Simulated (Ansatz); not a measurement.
LuPd3 (Pm-3m), PBEsol, DFPT electron-phonon coupling, linearised Boltzmann equation in Ansatz (a first-principles code): phonon-limited resistivity 10.8 μΩ·cm at 300 K, 14.2 μΩ·cm at 400 K, Drude plasma energy 4.77 eV.

What temperature coefficient of resistance follows, and how does it compare with 1/T?

(ρ₄₀₀ − ρ₃₀₀)/(100 K × ρ₃₀₀) = 3.15×10⁻³ K⁻¹, against 1/T = 3.33×10⁻³ K⁻¹ for a resistivity proportional to T. Impurities would add a constant and lower it.

What Drude relaxation time do resistivity and plasma energy imply?

ω_p = 7.25e15 s⁻¹, so τ = 1/(ε₀ ω_p² ρ) = 19.9 fs, a damping ħ/τ of 33.1 meV.

What is the classical skin depth at 10 GHz (nonmagnetic, μ₀ = 1.257×10⁻⁶ H/m)?

δ = √(ρ/(π f μ₀)) = 1650 nm.

A metal at this level (no band gap). Only scattering by harmonic phonons is included (no impurities, grain boundaries, electron-electron scattering or thermal expansion). Spin-orbit coupling is left out, which matters with elements this heavy. The run warned that the eigensolver left some states short of its tolerance. Halving the electron mesh (20x20x20) moves the resistivity by up to 8 % at 300 K. Smearing 0.20 eV; phonons on a 4x4x4 q mesh, which this run doesn't test.

Formula and space group known from diffraction (Crystallography Open Database), not checked to be the room-temperature form: LuPd3 (Pm-3m).
